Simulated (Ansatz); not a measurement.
Results of PBEsol (Ansatz, a first-principles code, PAW) for CsCl-type CuZn.

Run with plane-wave cutoff 520 eV, 18×18×18 k mesh, Fermi–Dirac smearing 0.05 eV, no spin polarisation, scalar-relativistic PAW data made under PBE.

Cell (relaxed at this level):

CuZn is taken in the cubic space group Pm-3m (No. 221), the CsCl type structure, Pearson symbol cP2. Cell: a = 2.909 Å, b = 2.909 Å, c = 2.909 Å, α = 90.00°, β = 90.00°, γ = 90.00°. Zn on 1b is coordinated by 8 Cu at 2.519 Å and 6 Zn at 2.909 Å. Cu on 1a is surrounded by 8 Zn at 2.519 Å and 6 Cu at 2.909 Å. (Neighbours: up to the widest gap in distance over summed covalent radii, below 1.35, at either atom.)

**Question.** Estimate the bulk modulus B0 and pressure derivative B′ of the bulk modulus that the calculation returns.

**Answer.** 
* **bulk modulus B0**: 137 GPa
* **pressure derivative B′ of the bulk modulus**: 5.0

The run finds no gap.

Measured, for comparison: bulk modulus 116 GPa (temperature not stated, no zero-point or thermal correction; as tabulated in Nepal et al. (2020), arXiv:2007.11150). Computed (rounded) less measured: bulk modulus +18 %.

Computed values are for the static lattice.

The result took around 70 core-seconds (rough).
